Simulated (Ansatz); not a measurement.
# Effective masses and thermopower of AgI (F-43m)

```xyz
2
Lattice="0.0000 3.2250 3.2250 3.2250 0.0000 3.2250 3.2250 3.2250 0.0000" Properties=species:S:1:pos:R:3 pbc="T T T"
Ag     0.0000     0.0000     0.0000
I      4.8375     4.8375     4.8375
```

Method: PBEsol with spin-orbit coupling, rigid bands (plane waves, PAW; Ansatz, an electronic-structure program). Condition of this run: spin-orbit coupling switched on. How the cell was made: cell and atoms relaxed with PBEsol.

- band gap: 0.97 eV
- electron conductivity mass (300 K, dilute): 0.159 mₑ
- hole conductivity mass (300 K, dilute): 0.71 mₑ
- effective density of states N_c (300 K): 1.5e18 cm⁻³
- effective density of states N_v (300 K): 2.8e19 cm⁻³
- density-of-states mass, electrons: 0.152 mₑ
- density-of-states mass, holes: 1.08 mₑ
- Seebeck coefficient, n-type 1e19 cm⁻³, 300 K: -94 μV/K
- best n-type power factor at 300 K for τ = 10 fs (best axis; densities from 1e16 to 1e21 cm⁻³ tried, whether or not they can be reached): 1.45 μW/(cm·K²) at 3e18 cm⁻³
- Seebeck coefficient, p-type 1e19 cm⁻³, 300 K: 303 μV/K
- best p-type power factor at 300 K for τ = 10 fs (best axis; densities from 1e16 to 1e21 cm⁻³ tried, whether or not they can be reached): 6.3 μW/(cm·K²) at 1e20 cm⁻³

Rigid bands; masses and Seebeck coefficients take one relaxation time τ for all states and one kind of carrier; polarons and phonon drag are left out.
